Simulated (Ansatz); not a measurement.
**A computed series for RuSi: pressure series**

Start from RuSi (space group P2_13, No. 198; a = 4.705 Å).

Cell and atoms are relaxed at each pressure.

Calculations: r2SCAN/PAW in Ansatz (a program for electronic structure), without spin-orbit coupling.

Notes on the quantities. enthalpy: H = E + PV relative to the base's energy.

```json
[
 {"change": "base", "band gap": "0.31 eV", "enthalpy": "–", "shortest interatomic distance": "237.8 pm"},
 {"change": "pressure −2 GPa", "band gap": "0.30 eV", "enthalpy": "-0.16 eV/atom", "shortest interatomic distance": "238.1 pm"},
 {"change": "pressure −1 GPa", "band gap": "0.31 eV", "enthalpy": "-0.08 eV/atom", "shortest interatomic distance": "238.0 pm"},
 {"change": "pressure 3 GPa", "band gap": "0.31 eV", "enthalpy": "+0.24 eV/atom", "shortest interatomic distance": "237.3 pm"},
 {"change": "pressure 7 GPa", "band gap": "0.32 eV", "enthalpy": "+0.56 eV/atom", "shortest interatomic distance": "236.7 pm"},
 {"change": "pressure 30 GPa", "band gap": "0.32 eV", "enthalpy": "+2.31 eV/atom", "shortest interatomic distance": "233.3 pm"}
]
```

Load acts through the strain it causes; cell and atoms are relaxed under it. Stability against distortions was not tested. No other phases were tried under pressure.
